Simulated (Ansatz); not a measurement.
System: ZnIn2O4 (model structure, started from the spinel type, Fd-3m, No. 227, 14 atoms in the cell). Method: r²SCAN+SOC (plane waves, PAW; Ansatz, an electronic-structure program).

Run with plane-wave cutoff 560 eV, 6×6×6 k mesh, Fermi–Dirac smearing 0.01 eV, PAW data made under PBE.

Cell (relaxed with PBEsol):

```xyz
14
Lattice="0.0000 4.4608 4.4608 4.4608 0.0000 4.4608 4.4608 4.4608 0.0000" Properties=species:S:1:pos:R:3 pbc="T T T"
In     5.5759     5.5759     5.5759
In     5.5759     3.3456     3.3456
In     3.3456     5.5759     3.3456
In     3.3456     3.3456     5.5759
Zn     2.2304     2.2304     2.2304
Zn     0.0000     0.0000     0.0000
O      7.7559     7.7559     7.7559
O      7.7559     5.6263     5.6263
O      5.6263     7.7559     5.6263
O      5.6263     5.6263     7.7559
O      3.3959     3.3959     3.3959
O      3.3959     5.5256     5.5256
O      5.5256     3.3959     5.5256
O      5.5256     5.5256     3.3959
```

Task: Give the computed band gap.

Result: 
- band gap: 1.91 eV (on the SCF k mesh)

Note: the relaxation could raise the start's symmetry but not lower it, so the cell can be a saddle point; cell and atoms aren't relaxed at this level (largest force component 0.06 eV/Å).

Computed values are for the static lattice.

A model structure was made by putting elements into a prototype or built by hand; it is no filed structure, need not be a known phase, and can be a saddle point held by its symmetry.
